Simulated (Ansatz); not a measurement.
**Al2O3 under a change: biaxial strain +3.00 %, plane normal [001], relaxed out of plane**

Start from Al2O3 in the corundum structure (space group R-3c, No. 167; a = 4.8088 Å, c = 13.1238 Å (hexagonal axes)). Axes: x lies along a and z along c of the hexagonal cell.

It is then changed as follows: tensile biaxial strain of 3.00 % in the plane normal to [001], as in epitaxy on a mismatched substrate; the out-of-plane cell vector and the atoms relax.

Method: PBE (Ansatz, a quantum-chemistry and plane-wave program; PAW; 420 eV plane waves; no spin-orbit coupling). Γ-centred 8×8×8 mesh, Fermi–Dirac width 0.05 eV.

```json
[
 {"quantity": "volume per atom", "base": "8.76 Å³", "changed": "9.17 Å³", "shift": "+0.41 Å³"},
 {"quantity": "space group", "base": "R-3c (No. 167)", "changed": "R-3c (No. 167)", "shift": "–"},
 {"quantity": "shortest interatomic distance", "base": "3.542 bohr", "changed": "3.610 bohr", "shift": "+0.068 bohr"},
 {"quantity": "energy relative to the base (free energy F)", "base": "0 meV/atom", "changed": "+25 meV/atom", "shift": "+25 meV/atom"},
 {"quantity": "pressure (mean of the normal stresses, compression positive)", "base": "0.0 kbar", "changed": "-98.4 kbar", "shift": "-98.4 kbar"},
 {"quantity": "band gap (an upper bound: an edge found on the path is not a true extremum; the changed cell)", "base": "5.85 eV", "changed": "4.97 eV", "shift": "-0.88 eV"},
 {"quantity": "out-of-plane strain", "base": "–", "changed": "-1.36 %", "shift": "–"},
 {"quantity": "ratio −ε⊥/ε∥", "base": "–", "changed": "0.45", "shift": "–"},
 {"quantity": "mean in-plane stress (compression positive)", "base": "–", "changed": "-14.8 GPa", "shift": "–"}
]
```

Final structure (turned so that z lies along the plane normal):

```
Al2O3
1.0
    4.95309     0.00000     0.00000
    2.47654     4.28950     0.00000
    2.47654    -1.42983     4.31502
Al O
4 6
Direct
  0.70711   0.64644   0.93933
  0.70711   0.14644   0.43933
  0.29289   0.35356   0.06067
  0.29289   0.85356   0.56067
  0.50000   0.44544   0.25000
  0.80456   0.75000   0.25000
  0.50000   0.55456   0.75000
  0.80456   0.94544   0.75000
  0.19544   0.25000   0.75000
  0.19544   0.05456   0.25000
```

Whether these cells are dynamically stable was not tested.
